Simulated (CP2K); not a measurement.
Band structure of CdO (Fm-3m, 2 atoms in the cell).

```xyz
2
Lattice="3.3234 0.0000 0.0000 1.6617 2.8782 0.0000 1.6617 0.9594 2.7135" Properties=species:S:1:pos:R:3 pbc="T T T"
Cd     0.0000     0.0000     0.0000
O      3.3234     1.9188     1.3568
```

Level of theory: PBE, GPW, DZVP-MOLOPT-SR-GTH basis, GTH-PBE potentials (GTH_POTENTIALS) in CP2K 2026.2.

Settings: CUTOFF = 500 Ry; REL_CUTOFF = 50 Ry; SMEAR/METHOD = FERMI_DIRAC; ELECTRONIC_TEMPERATURE = 232.09 K; KPOINTS/SCHEME = MACDONALD 8 8 8 0.0625 0.0625 0.0625; XC_FUNCTIONAL = PBE; Cd/BASIS_SET = DZVP-MOLOPT-SR-GTH; Cd/POTENTIAL = GTH-PBE-q12; O/BASIS_SET = DZVP-MOLOPT-SR-GTH; O/POTENTIAL = GTH-PBE-q6; METHOD = GPW; EPS_DEFAULT = 1e-10; EXTRAPOLATION = USE_GUESS; NGRIDS = 5.

The starting cell has typed, rounded lattice constants, without a prior relaxation at this level. Values carry the incompleteness of an atom-centred basis. The run gives no clean gap (levels at the Fermi energy touch, overlap or are partly filled at this smearing), which alone does not show that the compound is a metal.

Levels in eV from the Fermi level, bands 6 to 11:
```json
[
 {"point": "Γ", "6": "-6.53", "7": "-1.35", "8": "-1.35", "9": "-1.35", "10": "-0.50", "11": "19.30"},
 {"point": "X", "6": "-5.83", "7": "-4.43", "8": "-2.36", "9": "-2.36", "10": "3.85", "11": "8.52"},
 {"point": "W", "6": "-5.94", "7": "-3.07", "8": "-3.07", "9": "-1.93", "10": "5.99", "11": "8.98"},
 {"point": "K", "6": "-6.12", "7": "-3.48", "8": "-2.94", "9": "-1.31", "10": "5.40", "11": "8.64"},
 {"point": "L", "6": "-6.27", "7": "-3.89", "8": "-0.04", "9": "-0.04", "10": "4.46", "11": "7.23"},
 {"point": "U", "6": "-6.12", "7": "-3.48", "8": "-2.94", "9": "-1.31", "10": "5.40", "11": "8.64"}
]
```

Bands cross the Fermi level along this path, so the cell is metallic at this level.

Higher empty bands are left out: an atom-centred basis made for the valence describes them poorly.
